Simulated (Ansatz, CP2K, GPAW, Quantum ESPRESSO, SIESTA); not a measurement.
**One structure in several programs: CdCo2N2 (C2/m, 5 atoms in the cell)**

Self-consistent single point.

```
Cd(CoN)2
1.0
    2.65512    -1.53211     0.00000
    2.65512     1.53211     0.00000
   -1.91309     0.00000     8.29973
Cd Co N
1 2 2
Cartesian
  1.69858   0.00000   4.14986
  1.77139   0.00000   0.85678
  1.62577   0.00000   7.44295
 -0.14406   0.00000   7.03460
  3.54122   0.00000   1.26513
```

All programs got the same cell, k-point mesh and kind of occupations (in Ansatz's words: kpoints.mp_grid.grid = 10 10 3; scf.occupations.method = fermi_dirac; scf.occupations.width = 0.1 eV); potentials, basis and cutoffs are each program's usual ones.

```json
[
 {"code": "SIESTA", "model": "GGA PBEsol, numerical atomic orbitals DZP, PseudoDojo PBEsol standard norm-conserving potentials (rewritten from UPF to PSML)", "pressure (GPa)": "-7.00", "largest force (eV/Å)": "0.222", "k-points": "167", "cutoff": "grid 400 Ry"},
 {"code": "GPAW", "model": "PBEsol, GPAW PAW datasets PBEsol (made by gpaw-setup)", "pressure (GPa)": "–", "largest force (eV/Å)": "0.197", "k-points": "86", "cutoff": "950 eV"},
 {"code": "Ansatz", "model": "PBEsol, PAW files made with PBE", "pressure (GPa)": "-7.36", "largest force (eV/Å)": "0.358", "k-points": "86", "cutoff": "default"},
 {"code": "Quantum ESPRESSO", "model": "PBEsol, SSSP 1.1.2 efficiency (PBE) pseudopotentials", "pressure (GPa)": "-8.12", "largest force (eV/Å)": "0.353", "k-points": "86", "cutoff": "50 Ry"},
 {"code": "CP2K", "model": "PBEsol, GPW, DZVP-MOLOPT-SR-GTH basis, GTH-PBE potentials (GTH_POTENTIALS)", "pressure (GPa)": "-6.24", "largest force (eV/Å)": "0.299", "k-points": "152", "cutoff": "grid 600 Ry"}
]
```

Size of the force on each atom (eV/Å): Sizes of forces hide their directions.

```csv
code,Cd1,Co2,Co3,N4,N5
SIESTA,0.000,0.222,0.222,0.034,0.034
GPAW,0.000,0.159,0.159,0.197,0.197
Ansatz,0.000,0.128,0.128,0.358,0.358
Quantum ESPRESSO,0.000,0.121,0.121,0.353,0.353
CP2K,0.000,0.091,0.091,0.299,0.299
```

A dash marks a value that a program does not give, or that is left out as unsure.

The spread over the programs that give each value: pressure within 1.88 GPa; largest force within 0.161 eV/Å.

The starting cell comes from a database of computed structures (which also holds hypothetical and non-ambient phases and stackings), without a prior relaxation at this level. On Ansatz's run: Spin polarisation is off, so a magnetic state, if there is one, cannot be reached. In the base run, with a pressure of about -7 GPa the cell is away from its equilibrium volume at this level.

Question: Why do the programs differ, and what cannot be compared?

Answer: Differences of this kind can come from the potentials, where these differ, and from what each basis and cutoff leave unconverged. The valence holds different numbers of electrons (SIESTA 64, GPAW 40, Ansatz (a program for electronic structure) 64, Quantum ESPRESSO 56, CP2K 56). The zero of total energies and Fermi levels follows the potentials and each program's conventions, so they are not compared here. SIESTA and CP2K use small atom-centred bases, whose incompleteness enters pressures, forces and empty levels differently from a plane-wave cutoff. Ansatz's pressure is given at a fixed set of plane waves, as the other plane-wave codes print theirs; with its correction for the finite basis it is -7.13 GPa (the shift of 0.22 GPa shows how far the cutoff is from converged). The pressure of GPAW is left out: its cutoff lies under the one at which its stress was checked. The programs reduce the same mesh by symmetry to different extents, which changes the work and not the result. In the pressure, CP2K (by 1.51) lies more than 1 GPa from the median of the plane-wave programs. In the force vectors, SIESTA (by 0.387) and GPAW (by 0.156) lie more than 0.08 eV/Å from the median of the plane-wave programs.

Left out of this page: ABINIT (stopped by limits of time or memory); FLEUR (with a known weakness of the program).

Keys are those of Ansatz 0.2.
